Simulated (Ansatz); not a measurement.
Base system: an 18-atom supercell of TiSi2 (space group Cmcm, No. 63; a = 3.546 Å, b = 13.565 Å, c = 3.580 Å) at its relaxed geometry.

Method: plane-wave PAW DFT at the PBE level (Ansatz, a quantum-chemistry and plane-wave program, 420 eV), without spin-orbit coupling, earlier PAW set.

Base values:

* **Mean distance from the defect site to its nearest host atoms**: 2.40 Å
* **Pressure**: 0.0 GPa

Perturbation: one Si atom is removed, atoms relaxed at fixed cell, starting from a slightly rattled geometry.

Task: Predict the new largest displacement of a host atom from its site in the perfect cell.

Result: The largest displacement of a host atom from its site in the perfect cell is 0.28 Å.

Task: Estimate the effect on the mean distance from the defect site to its nearest host atoms.

Result: The mean distance from the defect site to its nearest host atoms drops by 0.27 Å to 2.13 Å.

Task: Predict the new pressure.

Result: The pressure goes from zero to -1.6 GPa.

The cell is small, so the values are those of an ordered compound at a high defect concentration; dilute-limit values will differ. All final runs are without spin polarisation. The defect cell is not spin-polarised.
